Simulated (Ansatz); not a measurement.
Start from Sn in the diamond structure (space group Fd-3m, No. 227).

```xyz
2
Lattice="0.0000 3.2832 3.2832 3.2832 0.0000 3.2832 3.2832 3.2832 0.0000" Properties=species:S:1:pos:R:3 pbc="T T T"
Sn     0.0000     0.0000     0.0000
Sn     1.6416     1.6416     1.6416
```

Cartesian axes are those of the cell as printed.

All numbers come from r2SCAN, PAW, 500 eV (Ansatz, an electronic-structure program; without spin-orbit coupling).

For the base:

The pressure comes out as 0.0 GPa and the shortest interatomic distance comes out as 2.843 Å. The band gap is zero.

The change: biaxial strain +0.42 %, plane normal [111], relaxed out of plane (Cartesian); in-plane vectors clamped, the third vector and the atoms free.

Q: Estimate the effect on the energy relative to the base.

A: The energy increases by 0.4 meV/atom.

Q: How does this affect the pressure?

A: The pressure (mean of the normal stresses, compression positive) goes from zero to -0.3 GPa.

Q: What does the calculation give for the shortest interatomic distance after the change?

A: The shortest interatomic distance is nearly the same (2.843 Å against 2.845 Å).

Q: What does the calculation give for the band gap after the change?

A: The band gap stays zero.

No phonon test of stability was made.
